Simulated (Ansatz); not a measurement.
Al: strain tensor (xx, yy, zz, yz, xz, xy) = (+1.52, +0.77, −0.87, −0.93, +1.02, +0.19) %

Consider Al in the fcc (Cu type) structure (space group Fm-3m, No. 225; a = 3.9937 Å; relaxed with 0.1 eV smearing). Axes: x, y, z lie along the cube axes.

Modification: strain tensor (xx, yy, zz, yz, xz, xy) = (+1.52, +0.77, −0.87, −0.93, +1.02, +0.19) %, atoms relaxed at fixed cell.

Calculations: Ansatz (an electronic-structure program), r2SCAN, PAW, cutoff 500 eV, spin-orbit coupling left out. Γ-centred 28×28×28 mesh, Fermi–Dirac width 0.1 eV.

- Volume per atom: 16.15 Å³ (base 15.92 Å³)
- Space group: P-1 (No. 2) (base Fm-3m (No. 225))
- Shortest interatomic distance: 2.797 Å (base 2.824 Å)
- Energy relative to the base (free energy F): +3.2 meV/atom
- Pressure (mean of the normal stresses, compression positive): -1.1 GPa (base 0.0 GPa)
- Band gap: zero (base zero)
- Stress (xx, yy, zz, yz, xz, xy; compression positive): (-1.8, -1.3, -0.2, 0.7, -0.8, -0.1) GPa

No phonon test of stability was made.
